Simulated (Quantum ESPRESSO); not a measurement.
# A short convergence ladder for Tm (P6_3/mmc, 2 atoms in the cell)

```
CELL_PARAMETERS angstrom
      1.76115    -3.05040     0.00000
      1.76115     3.05040     0.00000
      0.00000     0.00000     5.52225
ATOMIC_POSITIONS crystal
  Tm 0.33333 0.66667 0.25000
  Tm 0.66667 0.33333 0.75000
```
Moments meant for the start (each program seeds them in its own way; μB, in the order of the atoms Tm Tm): 2.0 2.0.

Base method: LDA (PZ), SSSP 1.1.2 efficiency (PBE) pseudopotentials (plane waves; Quantum ESPRESSO).

Base settings: ecutwfc = 50 Ry; ecutrho = 400 Ry; occupations = smearing; smearing = fermi-dirac; degauss = 0.0073499 Ry; nspin = 2; input_dft = pz; potentials = {Tm: Tm.GGA-PBE-paw-v1.0.UPF}; K_POINTS = automatic 5 5 3 0 0 0; conv_thr = 1e-10 Ry.

**Zone-centre phonons against the cutoff**

In this ladder: ph.x.tr2_ph = 1e-14; ph.x.fildyn = dyn.G; dynmat.x.fildyn = dyn.G; dynmat.x.asr = simple. Moved along: ecutrho.

The mesh stays at the base's, so the ladder's end is converged at best in this setting alone.

Frequencies are those of the unrelaxed cell, without the LO-TO term of polar crystals.

Only quantities that move along the ladder and can be compared are tabulated.

These are the values that this program gave, and no reference: phonons of magnets with augmentation charges are unreliable in this version.

| ecutwfc | highest zone-centre frequency (cm⁻¹) |
|---|---|
| 25 Ry | 107.4 |
| 30 Ry | 108.4 |
| 42 Ry | 108.5 |
| 50 Ry | 109.7 |

Coarsest ecutwfc that holds the highest zone-centre frequency within 2 cm⁻¹: not settled: the last two steps still differ by 1.2 cm⁻¹, over half the tolerance, so the ladder does not show it.

On the base run: the starting cell has typed, rounded lattice constants, without a prior relaxation at this level. Its lattice was rescaled by up to half a per cent. The magnetic order is the one reached from the typed start; others were not searched systematically. With U or open f shells several self-consistent states can exist. The f electrons are in the valence without U or exact exchange, which can misplace them near the Fermi level. Spin-orbit terms, which matter for f shells, are left out. Without a gap this mesh is coarse (it stands for a supercell whose shortest vector is 17 Å).
